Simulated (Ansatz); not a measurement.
For SnO2 (model structure, started from the polar ZrO2 type, Pbcn, No. 60, 12 atoms in the cell), LDA in Ansatz (PAW) gives:

| Quantity | Result |
|---|---|
| cohesive energy | 5.83 eV/atom |
| band gap | 1.50 eV |

Task: What does r²SCAN (Ansatz, a first-principles code, plane waves, PAW) give for the same quantities?

Result: 
- cohesive energy: 4.83 eV/atom (falls by 1.00 eV/atom)
- band gap: 2.07 eV (goes up by 0.57 eV)

Changes are worked out from the printed values.

Unless a cell is named, each level is at its own relaxed cell (LDA 11.62, r²SCAN 11.86 Å³/atom).

Levels without +SOC leave out spin–orbit coupling, which shifts energies and cells of such heavy elements.

Levels without +SOC have no spin–orbit coupling; where heavier elements are present it shifts gaps, mostly down, and can invert bands. Density-functional gaps are differences of (generalised) Kohn–Sham levels.

Ansatz's density-functional and Hartree–Fock values are scalar-relativistic unless marked +SOC, with PAW data made under PBE.

A model structure was made by putting elements into a prototype or built by hand; it is no filed structure, need not be a known phase, and can be a saddle point held by its symmetry.
